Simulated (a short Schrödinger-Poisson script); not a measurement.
Structure: MOS inversion layer, SiO2 on p-type InP, at 300 K.

| layer | material | thickness (nm) | Na (cm⁻³) |
|---|---|---|---|
| 1 | SiO2 | 1.3 | - |
| 2 | InP | 1100 | 2e17 |

The device is made up for the run: typed textbook-type constants, with dimensions and the other settings drawn at random. SiO2: permittivity 3.9, conduction-band edge (eV) 3.48, gap (eV) 9, electron mass (mₑ) 0.5. InP: permittivity 12.5, conduction-band edge (eV) 0, gap (eV) 1.344, Nv at 300 K (cm⁻³) 1.1e19.

Channel valleys (confinement mass, in-plane density-of-states mass, number): Γ 0.08, 0.08, 1. At the gate the conduction-band edge of layer 1 lies 3.9 eV − eVg above the Fermi level of the channel; the field vanishes at the back. Gaps are held at their typed values at every temperature. Mesh 0.03 nm at interfaces.

From a short Schrödinger-Poisson script (our own, NumPy): 1D Poisson equation in equilibrium, electrons quantum, Hartree (BenDaniel-Duke, 12 states a valley, the channel's in-plane mass for all, wave functions free to enter the dielectric), parabolic valleys, classical holes, full ionisation, no traps, pinning or gate leakage.

**Question.** List the lowest subbands of each valley and their electrons at Vg = 1.25 V.

**Answer.** 
```
valley  subband  energy from the Fermi level (meV)  electrons (cm⁻²)  share (%)
------  -------  ---------------------------------  ----------------  ---------
Γ             0                             -139.5           4.66e12       93.8
Γ             1                               22.4           3.03e11        6.1
Γ             2                              130.1            5.62e9        0.1
```

All electrons: 4.97e12 cm⁻². Above a few 1e12 electrons/cm² a light Γ valley is non-parabolic and upper valleys begin to fill, which the model leaves out.
